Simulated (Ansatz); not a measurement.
Worked example: self-consistent single point of LuHg (P4mm, 2 atoms in the cell) in Ansatz (an electronic-structure program).

Level of theory: LDA (PW92), default PAW files made with PBE (plane waves; Ansatz).

The change in words: lattice scaled by 0.98; basis.ecutwfc: 420 eV → 840 eV. Reference geometry:
```yaml
crystal:
  lattice:
    - [3.62808, 0.00000, 0.00000]
    - [0.00000, 3.62808, 0.00000]
    - [0.00000, 0.00000, 3.62808]
  atoms:
    - { symbol: Lu, position: [0.50000, 0.50000, 0.51378] }
    - { symbol: Hg, position: [0.00000, 0.00000, 0.00000] }
```

Reference input (self-consistent single point, DFT, LDA (PW92), plane waves, default PAW files made with PBE): basis.ecutwfc = 420 eV; kpoints.mp_grid.grid = 9 9 9; hamiltonian.xc = lda; hamiltonian.pseudopotentials = {kind: paw} (the program's default PAW files); scf.occupations.method = gaussian; scf.occupations.width = 0.1 eV. This run's input differs from it in these lines:

Ansatz 0.2 input:
```diff
@@ -3,5 +3,5 @@
   lattice:
-    - [3.628080, 0.000000, 0.000000]
-    - [0.000000, 3.628080, 0.000000]
-    - [0.000000, 0.000000, 3.628080]
+    - [3.555518, 0.000000, 0.000000]
+    - [0.000000, 3.555518, 0.000000]
+    - [0.000000, 0.000000, 3.555518]
   atoms:
@@ -10,3 +10,3 @@
 basis:
-  ecutwfc: 420.0 eV
+  ecutwfc: 840.0 eV
 kpoints:
```

Output, abridged:

```
SCF iter   1: F=—  HF=-28016.560734 eV  |F-HF|=—  |Δ(HF+E_count)|=         —  Δρ=4.37e-3  dr2=3.76e-3  ethr=1.77e-3  ⟨swp⟩=5.9  Hψ=8551  notcnv=0
all-band conjugate gradients solve this SCF's bands
preconditioner: auto → Kerker (q_TF=auto, 2.729 Å⁻¹)
SCF iter   2: F=—  HF=-28016.560098 eV  |F-HF|=—  |Δ(HF+E_count)|=   6.36e-4  Δρ=2.25e-3  dr2=8.48e-4  ethr=8.35e-6  ⟨swp⟩=2.1  Hψ=4295  notcnv=0
SCF iter   3: F=—  HF=-28016.560002 eV  |F-HF|=—  |Δ(HF+E_count)|=   9.55e-5  Δρ=1.26e-3  dr2=2.18e-4  ethr=1.88e-6  ⟨swp⟩=2.0  Hψ=3359  notcnv=0
SCF iter   4: F=—  HF=-28016.559948 eV  |F-HF|=—  |Δ(HF+E_count)|=   5.46e-5  Δρ=4.28e-4  dr2=4.23e-5  ethr=4.84e-7  ⟨swp⟩=2.7  Hψ=3672  notcnv=0
SCF iter   5: F=—  HF=-28016.559943 eV  |F-HF|=—  |Δ(HF+E_count)|=   4.75e-6  Δρ=8.84e-5  dr2=3.52e-6  ethr=9.41e-8  ⟨swp⟩=2.2  Hψ=3629  notcnv=0
SCF iter   6: F=—  HF=-28016.559942 eV  |F-HF|=—  |Δ(HF+E_count)|=   3.95e-7  Δρ=1.74e-5  dr2=1.94e-7  ethr=7.81e-9  ⟨swp⟩=2.0  Hψ=3038  notcnv=0
SCF iter   7: F=-28016.559942 eV  HF=-28016.559942 eV  |F-HF|=3.01e-8  |Δ(HF+E_count)|=   4.40e-8  Δρ=3.67e-6  dr2=5.92e-9  ethr=2.22e-10  ⟨swp⟩=5.5  Hψ=9197  notcnv=0
SCF 1 converged in 7 iterations: F = -28016.559942 eV  dr2 = 5.92e-9
Free energy (F): -28016.559942 eV
Internal energy: -28016.552131 eV  (E = F + TS)
E sigma→0 (E₀):  -28016.556037 eV
Entropy (-TS):   -0.007811 eV (-3.905 meV/atom)
Fermi energy:    17.340720 eV
--- Forces (eV/Å), atoms counted from 1 ---
  atom   1  Lu     0.00000000     0.00000000    -0.12730211
  atom   2  Hg    -0.00000000     0.00000000     0.12731729
--- Stress (GPa, compression-positive) ---
       -0.726173       0.000000       0.000000
        0.000000      -0.726173       0.000000
       -0.000000       0.000000      -0.754341
  P = ⅓ Tr σ = -0.7356 GPa (-7.356 kbar)
  The stress holds the Pulay correction. Without it, at fixed plane waves, as pw.x and ABINIT print it: P = -0.7365 GPa
```

The run converged in 7 iterations. Against the reference run the free energy falls by 29.2 meV/atom, the pressure goes from -5.31 to -0.74 GPa and the largest force goes from 0.088 to 0.127 eV/Å.

The starting cell comes from a database of computed structures (which also holds hypothetical and non-ambient phases and stackings), without a prior relaxation at this level. Its lattice was rescaled by up to half a per cent. One atom was moved a little off its site on purpose. For this run, on top of that: lattice scaled by 0.98. Ansatz's pressure includes its estimate of the finite-basis (Pulay) stress.
